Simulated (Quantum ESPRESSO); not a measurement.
Worked example: self-consistent single point of InP (F-43m, 2 atoms in the cell) in Quantum ESPRESSO.

Computed with PBE, GBRV 1.5 ultrasoft (PBE) pseudopotentials (plane waves; Quantum ESPRESSO 7.5).

```yaml
crystal:
  lattice:
    - [-2.94135, 0.00000, 2.94135]
    - [0.00000, 2.94135, 2.94135]
    - [-2.94135, 2.94135, 0.00000]
  atoms:
    - { symbol: In, position: [0.00000, 0.00000, 0.00000] }
    - { symbol: P, position: [0.25000, 0.25000, 0.25000] }
```

Reference input (self-consistent single point, DFT, PBE, plane waves, GBRV 1.5 ultrasoft (PBE) pseudopotentials): ecutwfc = 40 Ry; ecutrho = 200 Ry; occupations = smearing; smearing = gaussian; degauss = 0.00147 Ry; potentials = {In: in_pbe_v1.4.uspp.F.UPF, P: p_pbe_v1.5.uspp.F.UPF}; K_POINTS = automatic 5 5 5 0 0 0; conv_thr = 1e-11 Ry. This run's input differs from it in these lines:

```diff
@@ -29,3 +29,3 @@
 K_POINTS automatic
-5 5 5  0 0 0
+4 4 4  0 0 0
```

Log, with long lists cut:

```
     Self-consistent Calculation

     iteration #  1     ecut=    40.00 Ry     beta= 0.70

     total energy              =    -147.72087524 Ry
     estimated scf accuracy    <       2.56317057 Ry

     iteration #  2     ecut=    40.00 Ry     beta= 0.70

     total energy              =    -148.72864299 Ry
     estimated scf accuracy    <       1.48600011 Ry

     iteration #  3     ecut=    40.00 Ry     beta= 0.70

     total energy              =    -149.01657322 Ry
     estimated scf accuracy    <       0.01782337 Ry

   [... 6 blocks of this kind left out ...]

     iteration # 10     ecut=    40.00 Ry     beta= 0.70

     total energy              =    -149.01958152 Ry
     estimated scf accuracy    <          1.3E-11 Ry

     iteration # 11     ecut=    40.00 Ry     beta= 0.70
     End of self-consistent calculation

     the Fermi energy is     7.0902 ev

!    total energy              =    -149.01958152 Ry
     estimated scf accuracy    <          7.2E-13 Ry
     smearing contrib. (-TS)   =      -0.00000000 Ry
     internal energy E=F+TS    =    -149.01958152 Ry

     convergence has been achieved in  11 iterations

     Forces acting on atoms (cartesian axes, Ry/au):

     atom    1 type  1   force =     0.00000000    0.00000000   -0.00000000
     atom    2 type  2   force =     0.00000000    0.00000000    0.00000000

     Total force =     0.000000     Total SCF correction =     0.000000

          total   stress  (Ry/bohr**3)                   (kbar)     P=       20.31
   0.00013808   0.00000000   0.00000000           20.31        0.00        0.00
   0.00000000   0.00013808  -0.00000000            0.00       20.31       -0.00
   0.00000000   0.00000000   0.00013808            0.00        0.00       20.31

   JOB DONE.
```

The run converged in 11 iterations. Against the reference run the free energy rises by 37.3 meV/atom, the pressure goes from 1.88 to 2.03 GPa and the gap on the mesh hardly changes (0.625 to 0.616 eV).

The starting cell comes from a database of computed structures (which also holds hypothetical and non-ambient phases and stackings), without a prior relaxation at this level. Its lattice was rescaled by a random factor within 2.5 % of one.
